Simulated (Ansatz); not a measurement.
# TiO2: stress against strain

TiO2 (anatase, I4_1/amd, 11.017 Å³/atom at rest, c along z) under a strain ε along c (axis z), the other axes held. LDA in Ansatz, a plane-wave DFT program (PAW, default set), 420 eV, 12×12×12 Γ-centred mesh, Fermi-Dirac smearing 0.05 eV; ions are relaxed within the symmetry of each cell. Stress is positive for a compressed cell.

Here s stands for strain and y for stress zz.

```csv
strain (%),stress zz (GPa)
-1.20,2.50
-0.60,1.23
0.00,0.00
0.60,-1.20
1.20,-2.37
3.00,?
```

Question: Fit y against s with a straight line, and predict the withheld value at s = 3.00.

Answer: Means: s 0, y 0.032. About the means, the sum of products is -7.3020 and the sum of squares of s is 3.6000; the slope is their ratio. Least squares gives y = 0.032 - 2.0283·s. Residuals (row less fit): 0.034, -0.019, -0.032, -0.015, 0.032; standard error 0.036 (degrees of freedom: 3). The slope gives the elastic constant C33 = 203 ± 1.9 GPa. At the withheld row, y = 0.032 - 2.0283 × 3.0 = -6.053 GPa. The calculation gives -5.94 GPa, 0.113 GPa above the prediction (1.3 % of the range of y in the table). The row lies outside the fitted rows, so this is an extrapolation. From the scatter of the fitted rows alone, a prediction at this place has a standard error of 0.068 GPa, so the miss is 1.7 times that.

One order more doesn't follow all runs of the series either: the slope changes along it. The primitive cell can neither tilt nor turn polar against its symmetry, as such crystals can under strain. TiO2 is here one of several forms; rutile is the usual stable one. Rows are the converged runs of the series near zero and its far end; series whose fitted rows scatter by over a few per cent of the range, as at a crossing or softening among them, aren't shown in this form. Most that stay on the fit to the last digits aren't either.
